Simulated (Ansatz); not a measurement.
Base system: AlPt (space group P2_13, No. 198; a = 4.868 Å; a cell from a computed database, its experimental status unchecked).

Levels (all Ansatz, a first-principles code, PAW): PBEsol (420 eV, no spin-orbit coupling); PBEsol+SOC (420 eV, noncollinear with spin-orbit coupling).

The geometry is relaxed with PBEsol.

```
Property           Value
---------------  -------
PBEsol pressure  0.0 GPa
```

Q: How does going to PBEsol+SOC change the pressure?

A: The pressure goes from zero to -0.4 GPa.

Single points use the geometry relaxed with PBEsol. The spin-orbit shifts are approximate. Whether these cells are dynamically stable was not tested. The runs without spin-orbit coupling are not spin-polarised.
